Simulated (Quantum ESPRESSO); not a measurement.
Worked example: self-consistent single point of Ti (P1, 3 atoms in the cell) in Quantum ESPRESSO.

Level of theory: PBEsol, GBRV 1.5 ultrasoft (PBESOL) pseudopotentials (plane waves; Quantum ESPRESSO 7.5).

The change in words: lattice scaled by 0.98. Reference geometry:
```
CELL_PARAMETERS angstrom
      4.56737     0.00000     0.00000
     -2.28369     3.95546     0.00000
      0.00000     0.00000     2.82624
ATOMIC_POSITIONS crystal
  Ti 0.00179 0.00843 0.02665
  Ti 0.31972 0.65167 0.49430
  Ti 0.67849 0.33990 0.47906
```

Reference input (self-consistent single point, DFT, PBEsol, plane waves, GBRV 1.5 ultrasoft (PBESOL) pseudopotentials): ecutwfc = 50 Ry; ecutrho = 400 Ry; occupations = smearing; smearing = fd; degauss = 0.0099958 Ry; potentials = {Ti: ti_pbesol_v1.4.uspp.F.UPF}; K_POINTS = automatic 5 5 7 0 0 0; conv_thr = 1e-09 Ry. This run's input differs from it in these lines:

```diff
@@ -30,5 +30,5 @@
 CELL_PARAMETERS angstrom
-   4.567370000     0.000000000     0.000000000
-  -2.283685000     3.955458000     0.000000000
-   0.000000000     0.000000000     2.826240000
+   4.476023000     0.000000000     0.000000000
+  -2.238011000     3.876349000     0.000000000
+   0.000000000     0.000000000     2.769715000
```

Output (repeated stretches shortened):

```
     Self-consistent Calculation

     iteration #  1     ecut=    50.00 Ry     beta= 0.70

     negative rho (up, down):  4.457E-03 0.000E+00

     total energy              =    -356.78552670 Ry
     estimated scf accuracy    <       1.71981318 Ry

     iteration #  2     ecut=    50.00 Ry     beta= 0.70

     negative rho (up, down):  2.225E-03 0.000E+00

     total energy              =    -357.29357291 Ry
     estimated scf accuracy    <       0.59189092 Ry

     iteration #  3     ecut=    50.00 Ry     beta= 0.70

     negative rho (up, down):  2.162E-03 0.000E+00

     total energy              =    -357.42656735 Ry
     estimated scf accuracy    <       0.08407007 Ry

   [... 8 blocks of this kind left out ...]

     iteration # 12     ecut=    50.00 Ry     beta= 0.70

     negative rho (up, down):  1.884E-03 0.000E+00

     total energy              =    -357.43935304 Ry
     estimated scf accuracy    <          4.3E-09 Ry

     iteration # 13     ecut=    50.00 Ry     beta= 0.70

     negative rho (up, down):  1.884E-03 0.000E+00
     End of self-consistent calculation

     the Fermi energy is    14.4275 ev

!    total energy              =    -357.43935305 Ry
     estimated scf accuracy    <          8.0E-10 Ry
     smearing contrib. (-TS)   =      -0.01481923 Ry
     internal energy E=F+TS    =    -357.42453382 Ry

     convergence has been achieved in  13 iterations

     negative rho (up, down):  1.884E-03 0.000E+00

     Forces acting on atoms (cartesian axes, Ry/au):

     atom    1 type  1   force =     0.00328975   -0.00951724   -0.02582358
     atom    2 type  1   force =     0.00992064    0.01565547    0.01063222
     atom    3 type  1   force =    -0.01321039   -0.00613823    0.01519137

     Total force =     0.040839     Total SCF correction =     0.000014

     negative rho (up, down):  1.884E-03 0.000E+00
          total   stress  (Ry/bohr**3)                   (kbar)     P=       42.15
   0.00025448  -0.00000323  -0.00000874           37.44       -0.48       -1.29
  -0.00000323   0.00028708   0.00001831           -0.48       42.23        2.69
  -0.00000874   0.00001831   0.00031810           -1.29        2.69       46.79

   JOB DONE.
```

The run converged in 13 iterations. Against the reference run the free energy rises by 2.9 meV/atom, the pressure goes from -2.97 to 4.22 GPa and the largest force goes from 0.623 to 0.713 eV/Å.

The starting cell comes from a database of computed structures (which also holds hypothetical and non-ambient phases and stackings), without a prior relaxation at this level. Its atoms were displaced at random from the sites of space group no. 191. For this run, on top of that: lattice scaled by 0.98. Spin polarisation is off. With a pressure of about 4 GPa the cell is away from its equilibrium volume at this level.

Cost on one core of a shared machine: roughly 60 s.
